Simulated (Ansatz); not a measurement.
Functionals compared on a constructed model of the (111) surface of fcc Rh, a pseudomorphic layer of Mg in the host's stacking (bottom of the slab: a bare face, its two planes held), in Ansatz (plane waves, PAW). The structure was relaxed with PBE; the other rows are single points on it. Cutoff 420 eV (500 eV for r2SCAN).

Slab: 7 atoms, 13.6 Å thick at the start with caps and adatoms (thin: gaps and levels are the slab's own); k 16x16x1, smearing 0.1 eV, dipole-corrected; 2 atoms held, the rest relaxed; symmetry of the start imposed; no spin, no spin-orbit, no U. In PBE it is, or lies within 0.01 eV a 1x1 cell of, the lowest of the 2 structures of its composition computed so far; subsurface sites and larger cells were not tried. These notes are the PBE run's.

| functional | work function of the top face (eV) | rough cost of the single point |
|---|---|---|
| PBE | 4.12 | – |
| RPBE | 4.06 | around 17 core-seconds (rough) |
| r2SCAN | 4.21 | around 40 core-seconds (rough) |

Ansatz is a quantum-chemistry and plane-wave program.
